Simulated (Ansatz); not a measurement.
The parent structure is ZnSe in the zinc blende structure (space group F-43m, No. 216; a = 5.568 Å). Axes: x, y, z lie along the cube axes.

Method: Ansatz (an electronic-structure program), LDA, PAW, cutoff 420 eV, no spin-orbit coupling.

Before the change:

```
Item                                 Value
---------------------  -------------------
Band gap                           1.25 eV
Electron mass              0.090 mₑ (at Γ)
Valence-band top at Γ  0.00, 0.00, 0.00 eV
Pressure                          0.00 GPa
```

Modification: the cell is compressed by 2.00 % along z with no lateral relaxation; the atoms relax in the strained cell.

Task: Predict the new band gap, electron mass, valence-band top at Γ and pressure.

Result: The band gap rises by 0.03 eV, from 1.25 eV to 1.28 eV; the electron mass goes from 0.090 mₑ (at Γ) to 0.094 mₑ (at Γ); the valence-band top at Γ (three highest levels, from the VBM) goes from 0.00, 0.00, 0.00 eV to 0.00, -0.08, -0.08 eV; the pressure (mean of the normal stresses, compression positive) goes from zero to 1.50 GPa.

Effective masses come from finite differences of ±0.01 Å⁻¹. Whether these cells are dynamically stable was not tested.
